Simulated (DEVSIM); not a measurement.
Device: abrupt Si p-n junction, at 300 K.

| layer (left to right) | material | thickness (μm) | Nd (cm⁻³) | Na (cm⁻³) | τn (s) | τp (s) |
|---|---|---|---|---|---|---|
| 1 | Si | 10.0 | - | 6e17 | 7.6e-6 | 7.6e-6 |
| 2 | Si | 13.0 | 1e17 | - | 7.6e-6 | 7.6e-6 |

Left contact: ohmic. Right contact: ohmic. Voltage is applied to the left contact. Recombination: SRH at mid-gap, radiative, Auger. Mobility is μmin + (μ − μmin)/(1 + (N/Nref)^α).

This is a model device: material constants are rounded textbook-type values typed into the input, and sizes, dopings and lifetimes were drawn at random. Values at 300 K.

```tsv
parameter	Si
gap (eV)	1.124
affinity (eV)	4.05
permittivity	11.7
Nc (cm⁻³)	2.86e19
Nv (cm⁻³)	3.1e19
μn (cm²/Vs)	1417
μp (cm²/Vs)	470
μn,min	52
μp,min	45
Nref,n	9.7e16
Nref,p	2.2e17
αn	0.68
αp	0.72
B (cm³/s)	4.7e-15
Cn (cm⁶/s)	2.8e-31
Cp (cm⁶/s)	9.9e-32
```

Model (solved in DEVSIM): 1D drift-diffusion, Boltzmann statistics, complete ionisation; no tunnelling, impact ionisation, image-force lowering or self-heating.

Tabulate band edges, carrier densities and field at zero bias.

Energies count from the Fermi level of the right contact; mesh points crowd at the junctions.

| x (μm) | Ec (eV) | Ev (eV) | n (cm⁻³) | p (cm⁻³) | field (V/cm) |
|---|---|---|---|---|---|
| 0.000 | 1.022 | -0.102 | 190 | 6.0e17 | ≈ 0 |
| 0.03728 | 1.022 | -0.102 | 190 | 6.0e17 | ≈ 0 |
| 0.1386 | 1.022 | -0.102 | 190 | 6.0e17 | ≈ 0 |
| 0.3902 | 1.022 | -0.102 | 190 | 6.0e17 | ≈ 0 |
| 1.496 | 1.022 | -0.102 | 190 | 6.0e17 | ≈ 0 |
| 3.845 | 1.022 | -0.102 | 190 | 6.0e17 | ≈ 0 |
| 7.506 | 1.022 | -0.102 | 190 | 6.0e17 | ≈ 0 |
| 9.309 | 1.022 | -0.102 | 190 | 6.0e17 | ≈ 0 |
| 9.743 | 1.022 | -0.102 | 190 | 6.0e17 | ≈ 0 |
| 9.918 | 1.022 | -0.102 | 190 | 6.0e17 | ≈ 0 |
| 9.982 | 1.010 | -0.114 | 310 | 3.7e17 | -22000 |
| 10.03 | 0.544 | -0.580 | 2.1e10 | 5.6e9 | -110000 |
| 10.10 | 0.155 | -0.969 | 7.2e16 | 1600 | -6400 |
| 10.31 | 0.146 | -0.978 | 1.0e17 | 1200 | ≈ 0 |
| 11.17 | 0.146 | -0.978 | 1.0e17 | 1200 | ≈ 0 |
| 13.02 | 0.146 | -0.978 | 1.0e17 | 1200 | ≈ 0 |
| 17.70 | 0.146 | -0.978 | 1.0e17 | 1200 | ≈ 0 |
| 20.93 | 0.146 | -0.978 | 1.0e17 | 1200 | ≈ 0 |
| 22.45 | 0.146 | -0.978 | 1.0e17 | 1200 | ≈ 0 |
| 22.80 | 0.146 | -0.978 | 1.0e17 | 1200 | ≈ 0 |
| 22.94 | 0.146 | -0.978 | 1.0e17 | 1200 | ≈ 0 |
| 23.00 | 0.146 | -0.978 | 1.0e17 | 1200 | ≈ 0 |
